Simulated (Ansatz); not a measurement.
Base system: GaN in the wurtzite structure (space group P6_3mc, No. 186; a = 3.183 Å, c = 5.185 Å). Axes: x lies along a and z along c of the hexagonal cell.

Method: PBEsol (Ansatz, a first-principles code, PAW, no spin-orbit coupling).

For the base:

| Property | Result |
|---|---|
| Electron mass | 0.16 mₑ along c, 0.17 mₑ across (at Γ) |
| Shortest interatomic distance | 1.946 Å |
| Valence-band top at Γ | 0.00, 0.00, -0.04 eV |

Now apply this change: tensile biaxial strain of 1.80 % in the plane normal to [001], as in epitaxy on a mismatched substrate; the out-of-plane cell vector and the atoms relax.

Problem. Predict the new electron mass.

Solution. The electron mass goes from 0.16 mₑ along c, 0.17 mₑ across (at Γ) to 0.15 mₑ out of plane, 0.16 mₑ in plane (at Γ).

Problem. How does this affect the shortest interatomic distance?

Solution. The shortest interatomic distance increases by 0.0126 Å (1.946 Å → 1.958 Å).

Problem. What does the calculation give for the valence-band top at Γ after the change?

Solution. The valence-band top at Γ (three highest levels, from the VBM) becomes 0.00, -0.10, -0.10 eV (base: 0.00, 0.00, -0.04 eV).

Problem. What happens to the in-plane stress?

Solution. The mean in-plane stress (compression positive) comes out as -7.2 GPa.

The levels and masses belong to the bands next to the band gap. Masses are band curvatures over ±0.01 Å⁻¹ around the edge. Stability against distortions was not tested.
